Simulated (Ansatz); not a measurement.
We consider In2O3 (Pbcn, No. 60, 20 atoms in the cell; start mp-1105681; a measured phase of this formula has another space group), described by r²SCAN (PAW; Ansatz, a program for electronic structure).

Numerical settings: plane-wave cutoff 560 eV, 4×6×6 k mesh (along the axes of the cell as run), Fermi–Dirac smearing 0.01 eV, scalar-relativistic PAW data made under PBE.

Cell (relaxed with PBEsol):

Space group Pbcn (No. 60); a = 7.9716 Å, b = 5.5209 Å, c = 5.6086 Å, α = 90.00°, β = 90.00°, γ = 90.00°

| atom | site | symmetry | x | y | z |
|---|---|---|---|---|---|
| In | 8d | 1 | 0.3851 | 0.2523 | 0.0284 |
| O | 8d | 1 | 0.3496 | 0.1101 | 0.3956 |
| O | 4c | .2. | 0.0000 | 0.0420 | 0.2500 |

Task: Estimate the band gap that the calculation returns.

Result: 
* **band gap**: 1.58 eV

Note: cell and atoms aren't relaxed at this level (largest force component 0.04 eV/Å).

Spin–orbit coupling is not included.

Static lattice: no zero-point or thermal effects.

Cost on a shared machine: around 5 core-minutes (rough).

A start named mp-… is a Materials Project structure, which need not be a measured phase.
